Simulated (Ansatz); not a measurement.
**Hf: response to strain**

Start from Hf in the hcp (Mg type) structure (space group P6_3/mmc, No. 194; a = 3.1591 Å, c = 4.9999 Å). Axes: x lies along a and z along c of the hexagonal cell.

Strains are applied to the cell and any free atomic positions relax.

The values are results of PBEsol (Ansatz, an electronic-structure program), scalar-relativistic without spin-orbit coupling, not measurements.

Candidates:
(a) strain tensor (xx, yy, zz, yz, xz, xy) = (−1.96, −0.52, +0.13, −0.23, +0.54, +0.30) %
(b) uniaxial strain ε_zz = −5.26 %
(c) isotropic strain +0.74 %

Notes on the quantities. energy relative to the base: free energy F.

Order them by energy relative to the base, lowest first.

(c) isotropic strain +0.74 % (+3.7 meV/atom), (a) strain tensor (xx, yy, zz, yz, xz, xy) = (−1.96, −0.52, +0.13, −0.23, +0.54, +0.30) % (+6.8 meV/atom), (b) uniaxial strain ε_zz = −5.26 % (+42 meV/atom)

Without a gap, meshes like the base's 17×17×9 leave anisotropic stresses uncertain by several tenths of a GPa, and small strain energies with them. No phonon test of stability was made. The final runs are not spin-polarised.
